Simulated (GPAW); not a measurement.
Input and output of a self-consistent single point for Mo2N (I4_1/amd, 6 atoms in the cell) (GPAW)

Method of the run: LDA (Perdew-Wang 92), GPAW PAW datasets LDA (gpaw-data 1.0.1) (plane waves; GPAW 25.7.0).

The input file:

```python
from ase import Atoms
from ase.units import GPa
from gpaw import GPAW

atoms = Atoms(['Mo', 'Mo', 'Mo', 'Mo', 'N', 'N'],
              cell=[[-2.148637, 2.148637, 4.014046],
                    [2.148637, -2.148637, 4.014046],
                    [2.148637, 2.148637, -4.014046]],
              positions=[[0.000000, 2.148637, 3.909360],
                         [-0.000000, 0.000000, 1.902337],
                         [-0.000000, 0.000000, 6.125755],
                         [-0.000000, 2.148637, 0.104686],
                         [2.148637, 0.000000, 2.007023],
                         [0.000000, 0.000000, 4.014046]],
              pbc=True)

calc = GPAW(mode={'name': 'pw', 'ecut': 900},
            xc='LDA',
            kpts=(7, 7, 7),
            occupations={'name': 'fermi-dirac', 'width': 0.1},
            nbands=-14,
            convergence={'density': 1e-05, 'energy': 1e-05},
            symmetry={'symmorphic': False, 'tolerance': 0.0005},
            maxiter=100)

atoms.calc = calc

energy = atoms.get_potential_energy()
print('Energy (eV):', round(energy, 6))
forces = atoms.get_forces()
print('Forces (eV/Ang):')
print(forces.round(5))
stress = atoms.get_stress()
print('Stress (GPa, Voigt):', (stress / GPa).round(4))
```

Output (repeated stretches shortened):

```
Input parameters:
  convergence: {density: 1e-05,
                energy: 1e-05}
  kpts: [7 7 7]
  maxiter: 100
  mode: {ecut: 900,
         name: pw}
  nbands: -14
  occupations: {name: fermi-dirac,
                width: 0.1}
  symmetry: {symmorphic: False,
             tolerance: 0.0005}

species:
  Mo:
    name: Molybdenum
    Z: 42.0
    valence: 14
    core: 28
    charge: 0.0
    file: Mo.LDA.gz

    # Using partial waves for Mo as LCAO basis

  N:
    name: Nitrogen
    Z: 7.0
    valence: 5
    core: 2
    charge: 0.0
    file: N.LDA.gz

    # Using partial waves for N as LCAO basis

Reference energy: -443021.001038  # eV

Spin-paired calculation

Convergence criteria:
 Maximum [total energy] change in last 3 cyles: 1e-05 eV / valence electron
 Maximum integral of absolute [dens]ity change: 1e-05 electrons / valence electron
 Maximum integral of absolute [eigenst]ate change: 4e-08 eV^2 / valence electron
 Maximum number of scf [iter]ations: 100

Symmetries present (total): 16
Symmetries with fractional translations: 8
343 k-points: 7 x 7 x 7 Monkhorst-Pack grid
40 k-points in the irreducible part of the Brillouin zone
       k-points in crystal coordinates                weights
   0:     0.00000000    0.00000000    0.00000000          1/343
   1:     0.14285714   -0.14285714    0.00000000          4/343
   2:     0.14285714   -0.14285714    0.14285714          4/343
   [... 7 lines left out ...]
          ...
  39:     0.42857143    0.42857143    0.42857143          8/343

Wave functions: Plane wave expansion
  Cutoff energy: 900.000 eV
  Number of coefficients (min, max): 4525, 4579
  Pulay-stress correction: 0.000000 eV/Ang^3 (de/decut=0.000000)

Occupation numbers: Fermi-Dirac:
  width: 0.1000  # eV

Eigensolver

Densities:
  Coarse grid: 36*36*36 grid
  Fine grid: 72*72*72 grid
  Total Charge: 0.000000

Density mixing:
  Method: separate
  Backend: pulay
  Linear mixing parameter: 0.05
  old densities: 5
  Damping of long wavelength oscillations: 50

Hamiltonian:
  XC and Coulomb potentials evaluated on a 72*72*72 grid
  External potential:
    NoExternalPotential

Number of atoms: 6
Number of atomic orbitals: 60
Number of bands in calculation: 47
Number of valence electrons: 66
Bands to converge: occupied

Density initialized from atomic densities
  47 bands from LCAO basis set

Atomic positions and initial magnetic moments

Positions:
   0 Mo     0.000000    2.148637    3.909360    ( 0.0000,  0.0000,  0.0000)
   1 Mo    -0.000000    0.000000    1.902337    ( 0.0000,  0.0000,  0.0000)
   2 Mo    -0.000000    0.000000    6.125755    ( 0.0000,  0.0000,  0.0000)
   3 Mo    -0.000000    2.148637    0.104686    ( 0.0000,  0.0000,  0.0000)
   4 N      2.148637    0.000000    2.007023    ( 0.0000,  0.0000,  0.0000)
   5 N      0.000000    0.000000    4.014046    ( 0.0000,  0.0000,  0.0000)

Unit cell:
           periodic     x           y           z      points  spacing
  1. axis:    yes   -2.148637    2.148637    4.014046    36     0.1052
  2. axis:    yes    2.148637   -2.148637    4.014046    36     0.1052
  3. axis:    yes    2.148637    2.148637   -4.014046    36     0.0844

  Lengths:   5.034466   5.034466   5.034466
  Angles:  129.472537 129.472537  74.251420

Effective grid spacing dv^(1/3) = 0.1167

     iter     time        total  log10-change:
                         energy   eigst   dens
iter:   1 --:--:--   -78.812296
iter:   2 --:--:--   -76.813357   -0.50  -1.07
iter:   3 --:--:--   -71.817630   -0.45  -1.13
iter:   4 --:--:--   -71.457349   -1.30  -1.42
iter:   5 --:--:--   -71.070631   -1.26  -1.51
iter:   6 --:--:--   -71.297247   -1.54  -1.96
iter:   7 --:--:--   -71.051990   -2.52  -1.92
iter:   8 --:--:--   -71.010886   -2.50  -2.26
iter:   9 --:--:--   -71.010936   -3.57  -2.92
iter:  10 --:--:--   -71.011216c  -3.80  -3.04
iter:  11 --:--:--   -71.010235   -3.94  -3.04
iter:  12 --:--:--   -71.010311   -4.82  -3.49
iter:  13 --:--:--   -71.010232c  -6.17  -3.68
iter:  14 --:--:--   -71.010219c  -7.00  -3.81
iter:  15 --:--:--   -71.010213c  -6.46  -3.84
iter:  16 --:--:--   -71.010195c  -6.46  -4.11
iter:  17 --:--:--   -71.010191c  -6.82  -4.32
iter:  18 --:--:--   -71.010192c  -7.48c -4.37
iter:  19 --:--:--   -71.010195c  -6.99  -4.41
iter:  20 --:--:--   -71.010195c  -8.11c -4.96
iter:  21 --:--:--   -71.010195c  -9.12c -5.48c

Converged after 21 iterations.

Dipole moment: (-1.011336, 1.011336, -0.000000) |e|*Ang

Energy contributions relative to reference atoms: (reference = -443021.001038)

Kinetic:        -51.845312
Potential:      +27.212210
External:        +0.000000
XC:             -45.341750
Entropy (-ST):   -0.143070
Local:           -0.963808
SIC:             +0.000000
--------------------------
Free energy:    -71.081730
Extrapolated:   -71.010195

Showing only first 2 kpts
 Kpt  Band  Eigenvalues  Occupancy
  0    31     12.51882    1.99972
  0    32     12.91864    1.98508
  0    33     12.91864    1.98508
  0    34     12.98907    1.97006

  1    31     12.41730    1.99990
  1    32     12.94464    1.98070
  1    33     13.08141    1.92629
  1    34     14.10976    0.00179

Fermi level: 13.40773

No gap
No difference between direct/indirect transitions
Energy (eV): -71.010195

Forces in eV/Ang:
  0 Mo    0.00000    0.00000    0.48848
  1 Mo    0.00000    0.00000    0.48848
  2 Mo    0.00000    0.00000   -0.48848
  3 Mo    0.00000    0.00000   -0.48848
  4 N     0.00000    0.00000    0.00000
  5 N     0.00000    0.00000    0.00000

Stress tensor:
     0.137191     0.000000    -0.000000
     0.000000     0.137191    -0.000000
    -0.000000    -0.000000     0.136706
Stress (GPa, Voigt): [21.9804 21.9804 21.9027 -0.     -0.      0.    ]
```

The run converged in 21 iterations. GPAW prints stress with tension positive.

At such cutoffs GPAW's stress carries a finite-basis (Pulay) error, which enters relaxed cells too; its log prints stress with tension positive.

The starting cell comes from a database of computed structures (which also holds hypothetical and non-ambient phases and stackings), without a prior relaxation at this level. Its lattice was rescaled by a random factor within 2.5 % of one. Spin polarisation is off.

Cost on one core of a shared machine: roughly 3 min.
